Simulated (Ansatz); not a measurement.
Results of r²SCAN-D4 (PAW; Ansatz, an electronic-structure program) for CsCl-type PdIn.

Numerical settings: plane-wave cutoff 560 eV, 18×18×18 k mesh, Fermi–Dirac smearing 0.05 eV, scalar-relativistic PAW data made under PBE.

Pressure at four volumes; x = ln(V/17.273 Å³). One pressure is withheld.

```csv
V (Å³/atom),x,P (GPa)
16.237,-0.0619,10.06
17.273,0.0000,-0.01
17.964,0.0392,-4.87
18.309,0.0582,?
```

Q: Pass a parabola P(x) through the three rows shown, estimate the bulk modulus and its pressure derivative near zero pressure, and predict the withheld pressure.

A: Slopes between the rows: (-0.01 − (10.06))/(0.0000 − (-0.0619)) = -162.68 and (-4.87 − (-0.01))/(0.0392 − (0.0000)) = -123.98 GPa. Their difference over the span 0.1011 is c = 38.70/0.1011 = 382.8 GPa, so P(x) = 10.06 + (-162.68)(x − (-0.0619)) + 382.8 (x − (-0.0619))(x − (0.0000)). At the middle row B = −dP/dx = −[-162.68 + 382.8 × 0.0619] = 139.0 GPa, and B′ = dB/dP = 2c/B = 5.5. At x = 0.0582 the parabola gives -6.80 GPa; the run gives -6.83 GPa. The Birch–Murnaghan fit to the energies at all volumes has B0 = 138 GPa and B′ = 5.5.

Spin–orbit coupling is not included.
